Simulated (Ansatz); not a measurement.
The starting structures come from a database of crystals and need not be the phases stable at ambient conditions.

Consider the following.

```xyz
12
Lattice="3.3336 0.0000 0.0000 0.0000 6.5050 0.0000 0.0000 0.0000 5.5564" Properties=species:S:1:pos:R:3 pbc="T T T"
Hf     2.5002     5.8033     4.1746
Hf     0.8334     0.7017     1.3818
Hf     0.8334     2.5508     4.1600
Hf     2.5002     3.9542     1.3964
O      0.8334     4.2839     5.4409
O      2.5002     2.2211     0.1155
O      2.5002     1.0314     2.8937
O      0.8334     5.4736     2.6627
O      0.8334     0.4983     4.7813
O      2.5002     6.0067     0.7751
O      2.5002     3.7508     3.5533
O      0.8334     2.7542     2.0031
```

Space group of this cell: Pnma. The cell is taken as given; by r2SCAN its mean pressure is -3.4 GPa.

The current runs along the normal of the first two printed vectors. All runs by Ansatz (a program for electronic structure), plane waves and PAW, without spin-orbit coupling; the base is r2SCAN.

```json
[
 {"run": "base", "mean pressure (GPa)": "-3.4", "gap (eV)": "3.97", "mid-gap κ (1/Å)": "0.452"},
 {"run": "all lengths scaled by 0.98", "mean pressure (GPa)": "15.9", "gap (eV)": "4.12", "mid-gap κ (1/Å)": "0.461"},
 {"run": "all lengths scaled by 1.02", "mean pressure (GPa)": "-18.1", "gap (eV)": "…", "mid-gap κ (1/Å)": "…"},
 {"run": "lda in place of r2scan", "mean pressure (GPa)": "-13.2", "gap (eV)": "…", "mid-gap κ (1/Å)": "…"},
 {"run": "lengths across the current scaled by 0.98, ions clamped", "mean pressure (GPa)": "9.0", "gap (eV)": "3.92", "mid-gap κ (1/Å)": "0.459"},
 {"run": "lengths across the current scaled by 1.02, ions clamped", "mean pressure (GPa)": "-13.5", "gap (eV)": "4.00", "mid-gap κ (1/Å)": "0.445"},
 {"run": "lengths along the current scaled by 0.97, ions clamped", "mean pressure (GPa)": "5.9", "gap (eV)": "4.26", "mid-gap κ (1/Å)": "0.453"},
 {"run": "lengths along the current scaled by 1.03, ions clamped", "mean pressure (GPa)": "-11.0", "gap (eV)": "3.70", "mid-gap κ (1/Å)": "0.448"},
 {"run": "pbesol in place of r2scan", "mean pressure (GPa)": "-5.8", "gap (eV)": "…", "mid-gap κ (1/Å)": "…"}
]
```

**Question.** Fill in the missing entries.

**Answer.** 
- all lengths scaled by 1.02, gap (eV): 3.83
- all lengths scaled by 1.02, mid-gap κ (1/Å): 0.442
- lda in place of r2scan, gap (eV): 3.31
- lda in place of r2scan, mid-gap κ (1/Å): 0.417
- pbesol in place of r2scan, gap (eV): 3.35
- pbesol in place of r2scan, mid-gap κ (1/Å): 0.417
